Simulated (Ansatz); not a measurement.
The reference is BeTe in the zinc blende structure (space group F-43m, No. 216; a = 5.554 Å). Axes: x, y, z lie along the cube axes.

Method: DFT with LDA, PAW potentials and a 420 eV plane-wave cutoff in Ansatz (a quantum-chemistry and plane-wave program), spin-orbit coupling left out.

Strains are applied to the cell and any free atomic positions relax; under biaxial strain the out-of-plane vector relaxes too.

One change was made to it. Results:

```csv
quantity,base,after
"valence-band top at Γ (three highest levels, from the VBM)","0.00, 0.00, 0.00 eV","0.00, 0.00, -0.23 eV"
energy relative to the base (free energy F),0 meV/atom,+5.9 meV/atom
volume per atom,21.42 Å³,20.86 Å³
"pressure (mean of the normal stresses, compression positive)",0.01 GPa,1.80 GPa
```

Question: Which change produced these results?
(A) biaxial strain −1.67 %, plane normal [111], relaxed out of plane
(B) biaxial strain −2.08 %, plane normal [111], relaxed out of plane
(C) biaxial strain +0.83 %, plane normal [111], relaxed out of plane

Answer: A, biaxial strain −1.67 %, plane normal [111], relaxed out of plane. For comparison, the valence-band top at Γ in the other runs: biaxial strain −2.08 %, plane normal [111], relaxed out of plane gives 0.00, 0.00, -0.30 eV; biaxial strain +0.83 %, plane normal [111], relaxed out of plane gives 0.00, -0.09, -0.09 eV.

Spin-orbit coupling, missing from the scalar runs, can matter with Te. The levels and masses belong to the bands next to the band gap. Stability against distortions was not tested.
